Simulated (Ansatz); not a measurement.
Take GaAs in the zinc blende structure (space group F-43m, No. 216) as the base.

```xyz
2
Lattice="0.0000 2.8334 2.8334 2.8334 0.0000 2.8334 2.8334 2.8334 0.0000" Properties=species:S:1:pos:R:3 pbc="T T T"
As     4.2500     4.2500     4.2500
Ga     0.0000     0.0000     0.0000
```

Cartesian axes are those of the cell as printed.

The values are results of Ansatz (an electronic-structure program) r2SCAN, no spin-orbit coupling, not measurements.

The change: uniaxial strain ε_xx = −1.08 %, all other strain components held at zero; the atoms relax in the strained cell.

Predict the stress tensor and what it implies for the stiffness.

Stress of the strained cell less that of the base (GPa, compression positive):
```
   1.28    0.00    0.00
   0.00    0.56    0.00
   0.00    0.00    0.56
```

Then −Δσ_ii/ε with ε = -0.0108 gives relaxed-ion elastic constants: C11 ≈ 119 GPa, C12 ≈ 52 GPa and C13 ≈ 52 GPa.

No phonon test of stability was made.
